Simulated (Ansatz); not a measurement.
The starting structures come from a database of crystals and need not be the phases stable at ambient conditions.

 Where the default PAW files enter, the runs use the earlier of Ansatz's two default sets.

Data:

```
BeTe
1.0
    3.99664     0.00000     0.00000
   -1.99832     3.46119     0.00000
    0.00000     0.00000     6.58677
Be Te
2 2
Cartesian
  1.99832   1.15373   3.29622
  0.00000   2.30746   0.00283
  1.99832   1.15373   5.76059
  0.00000   2.30746   2.46721
```

Space group of this cell: P6_3mc, wurtzite. The cell is taken as given.

Method: r2SCAN (plane waves, PAW; Ansatz, an electronic-structure program).

The current runs along the normal of the first two printed vectors; no spin-orbit coupling. Scaled by the factor s: the length along the current (ions clamped). Meshes 12×12×6 and 12×12 across the current in all rows.

| s | mean pressure (GPa) | band gap (eV) |
|---|---|---|
| 0.97 | 1.6 | 2.43 |
| 1.00 | -0.4 | 2.59 |
| 1.03 | -1.9 | ? |

**Question.** Take the slope of the band gap against ln s from the two given rows, extrapolate to s = 1.03, and say what the run there gives.

**Answer.** Slope = (2.43 − 2.59) / ln 0.97 = 5.25 eV. The line gives 2.59 + (5.25) × ln 1.03 = 2.75 eV. The run gives 2.70 eV, 0.05 eV under the line, 29 % of the predicted step.
